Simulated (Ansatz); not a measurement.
Start from MgSe in the rock salt structure (space group Fm-3m, No. 225; a = 5.472 Å). Axes: x, y, z lie along the cube axes.

Level of theory: r2SCAN/PAW in Ansatz (a quantum-chemistry and plane-wave program), no spin-orbit coupling.

Before the change:

| Quantity | Value |
|---|---|
| Electron mass | 0.48 mₑ along k, 0.25 mₑ across (at X) |

One thing is altered: tensile biaxial strain of 2.50 % in the plane normal to [001], as in epitaxy on a mismatched substrate; the out-of-plane cell vector and the atoms relax.

Estimate the effect on the energy relative to the base.

The energy goes up by 10 meV/atom.

Predict the new electron mass.

The electron mass becomes 0.44 mₑ along k, 0.27 mₑ across (at X) (base: 0.48 mₑ along k, 0.25 mₑ across (at X)).

The levels and masses belong to the bands next to the band gap. Masses are band curvatures over ±0.01 Å⁻¹ around the edge. Along k means along the line from Γ to the band edge. Whether these cells are dynamically stable was not tested.
